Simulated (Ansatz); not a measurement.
Reference: BP (F-43m), PBEsol with spin-orbit coupling, rigid bands (plane waves, PAW; Ansatz, a quantum-chemistry and plane-wave program); geometry: cell and atoms relaxed with PBEsol.

Space group F-43m (No. 216); a = b = c = 4.520 Å, α = β = γ = 90.00°

| atom | site | symmetry | x | y | z |
|---|---|---|---|---|---|
| B | 4a | -43m | 0.0000 | 0.0000 | 0.0000 |
| P | 4d | -43m | 0.7500 | 0.7500 | 0.7500 |
(The calculation used a cell of 2 atoms; values per cell refer to that cell.)

| Quantity | Result |
|---|---|
| band gap | 1.10 eV |
| electron conductivity mass | 0.33 mₑ |
| hole conductivity mass | 0.42 mₑ |
| Seebeck coefficient, n-type 1e19 cm⁻³ | -336 μV/K |

Swap B for Ga, keeping the structure type. How do these values move?

GaP (F-43m): volume per atom 11.5 to 20.1 Å³; band gap rises (1.10 eV to 1.43 eV); electron conductivity mass rises (0.33 mₑ to 0.35 mₑ); hole conductivity mass rises (0.42 mₑ to 0.48 mₑ); Seebeck coefficient, n-type 1e19 cm⁻³ stays about the same (-336 μV/K to -332 μV/K).

Swap B for Al, keeping the structure type. How do these values move?

AlP (F-43m): volume per atom 11.5 to 20.5 Å³; band gap rises (1.10 eV to 1.43 eV); electron conductivity mass stays about the same (0.33 mₑ to 0.33 mₑ); hole conductivity mass rises (0.42 mₑ to 0.68 mₑ); Seebeck coefficient, n-type 1e19 cm⁻³ falls in size (-336 μV/K to -262 μV/K).

Swap B for In, keeping the structure type. How do these values move?

InP (F-43m): volume per atom 11.5 to 25.4 Å³; band gap falls (1.10 eV to 0.54 eV); electron conductivity mass falls (0.33 mₑ to 0.056 mₑ); hole conductivity mass rises (0.42 mₑ to 0.56 mₑ); Seebeck coefficient, n-type 1e19 cm⁻³ falls in size (-336 μV/K to -44 μV/K).

Moves up to 5 % count as about the same. Masses are for dilute carriers at 300 K, harmonic means over directions unless an axis is named. Seebeck coefficients are for the stated density at 300 K, with one relaxation time for all states and whether or not that doping can be reached.
